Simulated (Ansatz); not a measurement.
Start from In$_{2}$O$_{3}$ (space group P-3m1, No. 164; a = 3.419 Å, c = 6.094 Å; a hypothetical phase, not in the database extracts checked).

It is then changed as follows: the cell is scaled by 0.9405 in all directions, atoms relaxed at fixed cell.

Levels (all Ansatz, an electronic-structure program, PAW): PBEsol (420 eV, no spin-orbit coupling); r2SCAN (500 eV, no spin-orbit coupling); HSE06 (420 eV, no spin-orbit coupling).

One geometry, relaxed with PBEsol, under each level:

```tsv
level	band gap	lowest conduction level above the VBM at special points	pressure
PBEsol	1.69 eV	Γ 1.69 eV; A 3.47 eV; M 4.68 eV; L 5.13 eV	44.95 GPa
r2SCAN	2.32 eV	Γ 2.32 eV; A 4.06 eV; M 5.48 eV; L 5.91 eV	46.90 GPa
HSE06	3.29 eV	Γ 3.29 eV; A 4.96 eV; M 6.52 eV	–
```

Single points use the geometry relaxed with PBEsol. Their cutoffs differ, which shifts pressures a little. HSE06 gaps are upper bounds (no full band path). The cells carry an imposed strain or load. Stability against distortions was not tested. The base started in P3m1 and relaxed to P-3m1 at this level.
